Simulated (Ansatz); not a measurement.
System: HfSiO4 (I4₁/amd, No. 141, 12 atoms in the cell; start mp-4609). Method: r²SCAN (plane waves, PAW; Ansatz, a quantum-chemistry and plane-wave program).

Settings: plane-wave cutoff 560 eV, 8×8×8 k mesh, Fermi–Dirac smearing 0.01 eV, scalar-relativistic PAW data made under PBE.

Cell (relaxed at this level):

HfO$_{4}$Si is taken in the tetragonal space group I4₁/amd, origin choice 1 (No. 141), Pearson symbol tI24. Cell: a = b = 6.5819 Å, c = 5.9721 Å, α = β = γ = 90.00°. Hf on 4a is surrounded by 4 O at 2.117 Å and 4 O at 2.264 Å. Si on 4b has 4 O at 1.623 Å (tetrahedral). O on 16h is coordinated by 1 Si at 1.623 Å and 1 Hf at 2.117 Å and 1 Hf at 2.264 Å. (Neighbours: up to the widest gap in distance over summed covalent radii, below 1.35, at either atom; cation-cation and far metal-metal contacts left out.)
(The calculation used a cell of 12 atoms; values per cell refer to that cell.)

Problem. Give the computed band gap and smallest direct gap on the k points sampled.

Solution. 
band gap: 6.00 eV
smallest direct gap on the k points sampled: 6.37 eV

Spin–orbit coupling is not included.

The computed numbers hold no vibrational or temperature effects.

A start named mp-… is a Materials Project structure, which need not be a measured phase.
